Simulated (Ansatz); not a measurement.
The reference is ZnF2 in the anatase structure (space group I4_1/amd, No. 141; a = 4.0243 Å, c = 10.0586 Å; a hypothetical phase, not in the database extracts checked). Axes: x, y, z lie along a, b, c of the conventional cell.

(Cell as relaxed with PBE.)

Levels (all Ansatz, a quantum-chemistry and plane-wave program, PAW): PBE (420 eV, scalar-relativistic without spin-orbit coupling); r2SCAN (500 eV, scalar-relativistic without spin-orbit coupling).

Each level relaxes its own structure.

```
base                      PBE    r2SCAN
-------------------  --------  --------
volume per atom      13.58 Å³  12.78 Å³
lattice parameter a   4.024 Å   3.962 Å
band gap              3.63 eV   4.37 eV
```

Modification: tensile biaxial strain of 0.77 % in the plane normal to [001], as in epitaxy on a mismatched substrate; the out-of-plane cell vector and the atoms relax.

| quantity | PBE | r2SCAN |
|---|---|---|
| energy relative to the base (free energy F) | +0.5 meV/atom | +0.6 meV/atom |
| out-of-plane strain | -1.04 % | -1.11 % |
| band gap | 3.67 eV | 4.40 eV |
| pressure (mean of the normal stresses, compression positive) | -0.47 GPa | -0.65 GPa |
| electron mass | 0.47 mₑ (at Γ) | 0.48 mₑ (at Γ) |

PBE's out-of-plane strain lies 0.061 % above r2SCAN's; PBE's band gap lies 0.737 eV below r2SCAN's; PBE's pressure lies 0.174 GPa above r2SCAN's. Neither level is exact; r2SCAN is the comparison here, not a measurement.

Effective masses come from finite differences of ±0.01 Å⁻¹. Whether these cells are dynamically stable was not tested.
